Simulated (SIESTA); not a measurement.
Band structure of InPd (Pm-3m, 2 atoms in the cell).

```yaml
crystal:
  lattice:
    - [3.33110, 0.00000, 0.00000]
    - [0.00000, 3.33110, 0.00000]
    - [0.00000, 0.00000, 3.33110]
  atoms:
    - { symbol: In, position: [0.00000, 0.00000, 0.00000] }
    - { symbol: Pd, position: [0.50000, 0.50000, 0.50000] }
```

Computed with SIESTA with GGA PBE, numerical atomic orbitals DZP, PseudoDojo PBE standard norm-conserving potentials (rewritten from UPF to PSML).

Settings: XC.functional = GGA; XC.authors = PBE; potentials = PseudoDojo PBE standard; PAO.BasisSize = DZP; PAO.EnergyShift = 0.01 Ry; MeshCutoff = 300 Ry; kgrid.MonkhorstPack = 10 10 10; OccupationFunction = MP; OccupationMPOrder = 0; ElectronicTemperature = 272 meV; MaxSCFIterations = 150; SCF.Mixer.Method = Pulay; SCF.Mixer.Weight = 0.1; SCF.Mixer.History = 8.

The starting cell comes from a database of computed structures (which also holds hypothetical and non-ambient phases and stackings), without a prior relaxation at this level. Its lattice was rescaled by a random factor within 2.5 % of one. Spin polarisation is off. Values carry the incompleteness of an atom-centred basis.

Levels in eV from the Fermi level, bands 12 to 17:
| point | 12 | 13 | 14 | 15 | 16 | 17 |
|---|---|---|---|---|---|---|
| Γ | -3.65 | -2.27 | -2.27 | -2.27 | 4.29 | 4.29 |
| X | -3.57 | -3.13 | -3.13 | -2.32 | -1.17 | 9.07 |
| M | -2.64 | -2.64 | -2.14 | -2.14 | -1.73 | 1.08 |
| R | -4.62 | -1.69 | -1.69 | -0.24 | 3.87 | 3.87 |

Bands cross the Fermi level along this path, so the cell is metallic at this level.

Higher empty bands are left out: an atom-centred basis made for the valence describes them poorly.
